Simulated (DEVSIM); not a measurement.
Structure: abrupt Si n-p junction, at 300 K.

```tsv
layer (left to right)	material	thickness (μm)	Nd (cm⁻³)	Na (cm⁻³)	τn (s)	τp (s)
1	Si	20.0	3e17	-	1.5e-6	1.5e-6
2	Si	5.40	-	1.7e15	1.5e-6	1.5e-6
```

Left contact: ohmic. Right contact: ohmic. Voltage is applied to the left contact. Recombination: SRH at mid-gap, Auger. Mobility is μmin + (μ − μmin)/(1 + (N/Nref)^α).

Constants are typed, rounded textbook-type inputs, not results; the design itself was drawn at random and stands for no fabricated device. Values at 300 K.

| parameter | Si |
|---|---|
| gap (eV) | 1.124 |
| affinity (eV) | 4.05 |
| permittivity | 11.7 |
| Nc (cm⁻³) | 2.86e19 |
| Nv (cm⁻³) | 3.1e19 |
| μn (cm²/Vs) | 1417 |
| μp (cm²/Vs) | 470 |
| μn,min | 52 |
| μp,min | 45 |
| Nref,n | 9.7e16 |
| Nref,p | 2.2e17 |
| αn | 0.68 |
| αp | 0.72 |
| Cn (cm⁶/s) | 2.8e-31 |
| Cp (cm⁶/s) | 9.9e-32 |

Simulated with DEVSIM: 1D drift-diffusion, Boltzmann statistics, complete ionisation; no tunnelling, impact ionisation, image-force lowering or self-heating.

Tabulate band edges, carrier densities and field at 2.0 V on the left contact.

Energies count from the Fermi level of the right contact; mesh points crowd at the junctions.

```json
[
 {"x (μm)": "0.000", "Ec (eV)": "-1.882", "Ev (eV)": "-3.006", "n (cm⁻³)": "3.0e17", "p (cm⁻³)": "390", "field (V/cm)": "≈ 0"},
 {"x (μm)": "0.03732", "Ec (eV)": "-1.882", "Ev (eV)": "-3.006", "n (cm⁻³)": "3.0e17", "p (cm⁻³)": "390", "field (V/cm)": "≈ 0"},
 {"x (μm)": "0.1326", "Ec (eV)": "-1.882", "Ev (eV)": "-3.006", "n (cm⁻³)": "3.0e17", "p (cm⁻³)": "390", "field (V/cm)": "≈ 0"},
 {"x (μm)": "0.3755", "Ec (eV)": "-1.882", "Ev (eV)": "-3.006", "n (cm⁻³)": "3.0e17", "p (cm⁻³)": "380", "field (V/cm)": "≈ 0"},
 {"x (μm)": "1.388", "Ec (eV)": "-1.882", "Ev (eV)": "-3.006", "n (cm⁻³)": "3.0e17", "p (cm⁻³)": "360", "field (V/cm)": "≈ 0"},
 {"x (μm)": "3.578", "Ec (eV)": "-1.882", "Ev (eV)": "-3.006", "n (cm⁻³)": "3.0e17", "p (cm⁻³)": "320", "field (V/cm)": "≈ 0"},
 {"x (μm)": "9.167", "Ec (eV)": "-1.882", "Ev (eV)": "-3.006", "n (cm⁻³)": "3.0e17", "p (cm⁻³)": "220", "field (V/cm)": "≈ 0"},
 {"x (μm)": "16.82", "Ec (eV)": "-1.882", "Ev (eV)": "-3.006", "n (cm⁻³)": "3.0e17", "p (cm⁻³)": "< 1e2", "field (V/cm)": "≈ 0"},
 {"x (μm)": "18.77", "Ec (eV)": "-1.882", "Ev (eV)": "-3.006", "n (cm⁻³)": "3.0e17", "p (cm⁻³)": "< 1e2", "field (V/cm)": "≈ 0"},
 {"x (μm)": "19.55", "Ec (eV)": "-1.882", "Ev (eV)": "-3.006", "n (cm⁻³)": "3.0e17", "p (cm⁻³)": "< 1e2", "field (V/cm)": "≈ 0"},
 {"x (μm)": "19.84", "Ec (eV)": "-1.882", "Ev (eV)": "-3.006", "n (cm⁻³)": "3.0e17", "p (cm⁻³)": "< 1e2", "field (V/cm)": "≈ 0"},
 {"x (μm)": "19.97", "Ec (eV)": "-1.881", "Ev (eV)": "-3.005", "n (cm⁻³)": "2.9e17", "p (cm⁻³)": "< 1e2", "field (V/cm)": "1600"},
 {"x (μm)": "20.00", "Ec (eV)": "-1.828", "Ev (eV)": "-2.952", "n (cm⁻³)": "3.6e16", "p (cm⁻³)": "< 1e2", "field (V/cm)": "41000"},
 {"x (μm)": "20.05", "Ec (eV)": "-1.670", "Ev (eV)": "-2.794", "n (cm⁻³)": "8.2e13", "p (cm⁻³)": "< 1e2", "field (V/cm)": "36000"},
 {"x (μm)": "20.22", "Ec (eV)": "-1.078", "Ev (eV)": "-2.202", "n (cm⁻³)": "16000", "p (cm⁻³)": "3100", "field (V/cm)": "32000"},
 {"x (μm)": "20.59", "Ec (eV)": "-0.075", "Ev (eV)": "-1.199", "n (cm⁻³)": "5100", "p (cm⁻³)": "18000", "field (V/cm)": "22000"},
 {"x (μm)": "21.54", "Ec (eV)": "0.865", "Ev (eV)": "-0.259", "n (cm⁻³)": "2700", "p (cm⁻³)": "1.4e15", "field (V/cm)": "560"},
 {"x (μm)": "23.53", "Ec (eV)": "0.870", "Ev (eV)": "-0.254", "n (cm⁻³)": "36000", "p (cm⁻³)": "1.7e15", "field (V/cm)": "≈ 0"},
 {"x (μm)": "24.88", "Ec (eV)": "0.870", "Ev (eV)": "-0.254", "n (cm⁻³)": "59000", "p (cm⁻³)": "1.7e15", "field (V/cm)": "≈ 0"},
 {"x (μm)": "25.21", "Ec (eV)": "0.870", "Ev (eV)": "-0.254", "n (cm⁻³)": "65000", "p (cm⁻³)": "1.7e15", "field (V/cm)": "≈ 0"},
 {"x (μm)": "25.34", "Ec (eV)": "0.870", "Ev (eV)": "-0.254", "n (cm⁻³)": "67000", "p (cm⁻³)": "1.7e15", "field (V/cm)": "≈ 0"},
 {"x (μm)": "25.40", "Ec (eV)": "0.870", "Ev (eV)": "-0.254", "n (cm⁻³)": "68000", "p (cm⁻³)": "1.7e15", "field (V/cm)": "≈ 0"}
]
```
